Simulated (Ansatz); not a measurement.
## Input and output of a self-consistent single point for BaGaGeH (P3m1, 4 atoms in the cell) (Ansatz)

Level of theory: PBEsol, default PAW files made with PBE (plane waves; Ansatz, a quantum-chemistry and plane-wave program).

Input:

Ansatz 0.2 input:
```yaml
crystal:
  lattice:
    - [4.39993000, 0.00000000, 0.00000000]
    - [-2.19996500, 3.81045100, 0.00000000]
    - [0.00000000, 0.00000000, 5.29590800]
  atoms:
    - { symbol: Ba, position: [0.33333300, 0.66666700, 0.00946100] }
    - { symbol: Ga, position: [0.00000000, 0.00000000, 0.55053000] }
    - { symbol: Ge, position: [0.66666700, 0.33333300, 0.44636000] }
    - { symbol: H, position: [0.00000000, 0.00000000, 0.88298000] }
basis:
  ecutwfc: 420.0
kpoints:
  mp_grid:
    grid: [7, 7, 5]
hamiltonian:
  xc: pbesol
  pseudopotentials:
    kind: paw
scf:
  occupations:
    method: gaussian
    width: 0.136
output:
  forces: true
  eigenvalues: true
  stress: true
```

Log, with long lists cut:

```
WARN the atoms were moved onto the symmetric positions of the space group found under crystal.symmetry.tolerance 1.0e-5 (fractional …
WARN ansatz: RAYON_NUM_THREADS=1 ignored (pool sized by the plan → 1); use --threads N
Pseudopotentials: kind: paw
Pseudopotential: Ba, paw, valence charge 10
Pseudopotential: Ga, paw, valence charge 13
Pseudopotential: Ge, paw, valence charge 14
Pseudopotential: H, paw, valence charge 1
Crystal: 4 atoms, lattice volume = 88.790 Å³
Basis set: ecut = 420 eV, 1751 PW (Γ), exchange–correlation on 60×60×72 points (8 copies of the dense FFT grid, shifted against one another)
Bands: 23, of which v1, the nominal top of the filled ones, is band 19 counted from 1 (18 counted from 0)
Symmetry: 6 space group operations
Space group: P3m1 (ITA 156), of the structure as read, at distance tolerance 4.5e-5 Å
k-points: 32 of 245 (time reversal used)
PAW frozen core: Ba, regenerated for the run's functional, and the local potential with it
PAW frozen core: Ga, regenerated for the run's functional, and the local potential with it
PAW frozen core: Ge, regenerated for the run's functional, and the local potential with it
Initial density: superposition of atomic densities (neutral atoms: chi_scale 0, normalization atom), corrected by the library's trained network
Initial wavefunctions: pseudopotential atomic-orbital guess
Eigensolver: davidson
Functional: x = pbesol(κ = 0.804, μ = 0.12345679012345678), c = pbesol(β = 0.046)
SCF iter   1: F=—  HF=-13877.095221 eV  |F-HF|=—  |Δ(HF+E_count)|=         —  Δρ=4.14e-3  dr2=1.50e-2  ethr=1.77e-3  ⟨swp⟩=7.0  Hψ=3628  notcnv=0
all-band conjugate gradients solve this SCF's bands
preconditioner: auto → Resta (q_TF=auto, 2.368 Å⁻¹)
SCF iter   2: F=—  HF=-13877.090242 eV  |F-HF|=—  |Δ(HF+E_count)|=   4.98e-3  Δρ=1.97e-3  dr2=3.80e-3  ethr=3.93e-5  ⟨swp⟩=2.4  Hψ=1166  notcnv=0
SCF iter   3: F=—  HF=-13877.089387 eV  |F-HF|=—  |Δ(HF+E_count)|=   8.54e-4  Δρ=2.82e-4  dr2=7.66e-5  ethr=1.00e-5  ⟨swp⟩=2.0  Hψ=896  notcnv=0
SCF iter   4: F=—  HF=-13877.089392 eV  |F-HF|=—  |Δ(HF+E_count)|=   4.32e-6  Δρ=1.05e-4  dr2=1.19e-5  ethr=2.01e-7  ⟨swp⟩=2.0  Hψ=1312  notcnv=0
SCF iter   5: F=—  HF=-13877.089396 eV  |F-HF|=—  |Δ(HF+E_count)|=   4.13e-6  Δρ=3.78e-5  dr2=1.65e-6  ethr=3.13e-8  ⟨swp⟩=2.0  Hψ=1312  notcnv=0
SCF iter   6: F=-13877.089395 eV  HF=-13877.089395 eV  |F-HF|=5.21e-9  |Δ(HF+E_count)|=   1.17e-6  Δρ=1.18e-5  dr2=9.18e-8  ethr=2.63e-10  ⟨swp⟩=4.3  Hψ=3964  notcnv=0
SCF 1 converged in 6 iterations: F = -13877.089395 eV  dr2 = 9.18e-8
SCF converged after 6 iterations
Free energy (F): -13877.089395 eV
Harris-Foulkes:  -13877.089395 eV  (|F-HF|=5.21e-9)
Internal energy: -13877.089087 eV  (E = F + TS)
E sigma→0 (E₀):  -13877.089241 eV
Entropy (-TS):   -0.000308 eV (-0.077 meV/atom)
Fermi energy:    8.111908 eV
--- Per-component energies (eV) ---
  E_band       = -248.724858
  E_kinetic    = 407.881227
  E_local      = -5191.739917  (includes V_loc(G=0)·N_el)
  E_nonlocal   = 903.662032
  E_hartree    = 2330.457069
  E_xc         = -319.037938
  E_vxc        = -269.766496  (∫ρ·V_xc dr)
  E_paw        = -9068.030966  (= ΣΔE_a)
  E_vpaw       = -759.662676  (= ΣTr[D̂ρ^β])
  E_aug_tail   = -0.000945  (compensation charges beyond the density's cutoff)
  E_ewald      = -2942.211996
  E_core_change = 1.932347  (= ΣΔE_core)
  E_smearing   = -0.000308  (= −TS)
  E_closure    = 0.000000  (closes the sum)
  Σ components = -13877.089395   (vs F -13877.089395, Δ=0.00e0)
--- Forces (eV/Å), atoms counted from 1 ---
  atom   1  Ba    -0.00000000    -0.00000000    -0.10959745
  atom   2  Ga     0.00000000     0.00000000     0.11613622
  atom   3  Ge     0.00000000    -0.00000000     0.05161597
  atom   4  H     -0.00000000    -0.00000000    -0.05815620
  max |Σ_I F_I| component: 1.47e-6 eV/Å
--- Stress (GPa, compression-positive) ---
       -3.376195       0.000000      -0.000000
        0.000000      -3.376195       0.000000
       -0.000000       0.000000      -3.336738
  P = ⅓ Tr σ = -3.3630 GPa (-33.630 kbar)
  The stress holds the Pulay correction. Without it, at fixed plane waves, as pw.x and ABINIT print it: P = -3.3963 GPa
--- Band table (eV; the first three rows and the last of 32) ---
  k-point 0: bands = ["-19.5115", "-15.6959", "-15.6959", "-15.6414", "-15.6414", "-15.6282", "-6.6377", "-6.5784", "-6.5784", "-6.5484", "-6.5484", "-4.8704", "-4.5236", "-4.5236", "-1.6444", "3.5849", "6.7478", "7.5535", "7.5535", "8.3956", [...]
  k-point 1: bands = ["-19.5106", "-15.6959", "-15.6959", "-15.6414", "-15.6414", "-15.6282", "-6.6365", "-6.5782", "-6.5782", "-6.5489", "-6.5489", "-4.9655", "-4.5211", "-4.5211", "-1.4001", "3.2149", "7.0207", "7.6727", "7.6727", "8.4565", [...]
  k-point 2: bands = ["-19.5091", "-15.6959", "-15.6959", "-15.6414", "-15.6414", "-15.6281", "-6.6346", "-6.5779", "-6.5779", "-6.5496", "-6.5496", "-5.1028", "-4.5171", "-4.5171", "-0.9714", "2.6253", "7.6204", "7.9173", "7.9173", "8.2780", [...]
  k-point 31: bands = ["-19.4663", "-15.6957", "-15.6948", "-15.6421", "-15.6412", "-15.6265", "-6.6228", "-6.5921", "-6.5710", "-6.5563", "-6.5446", "-4.9960", "-4.8123", "-4.7946", "0.2169", "1.4976", "4.7705", "5.6738", "7.3151", "11.1139", [...]
```

The run converged in 6 iterations.

The starting cell comes from a database of computed structures (which also holds hypothetical and non-ambient phases and stackings), without a prior relaxation at this level. Its lattice was rescaled by up to half a per cent. One atom was moved a little off its site on purpose. With a pressure of about -3 GPa the cell is away from its equilibrium volume at this level. Ansatz's pressure includes its estimate of the finite-basis (Pulay) stress.
